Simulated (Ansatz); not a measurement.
C11b WSi2 was calculated with r²SCAN+rVV10 in Ansatz (plane waves, PAW).

Settings: plane-wave cutoff 560 eV, 24×24×24 k mesh, Fermi–Dirac smearing 0.05 eV, no spin polarisation, scalar-relativistic PAW data made under PBE.

Response to compression and expansion:

Shape and atoms are relaxed at each volume.

```
V (Å³/atom)  P (GPa)  c (Å)  a (Å)
-----------  -------  -----  -----
12.817         10.52  7.708  3.159
13.084          4.97  7.752  3.182
13.351          0.00  7.796  3.206
13.618         -4.48  7.839  3.229
13.885         -8.50  7.882  3.251
```

Note: the bulk modulus comes from volumes at which shape and atoms were relaxed.

Ansatz is a program for electronic structure.
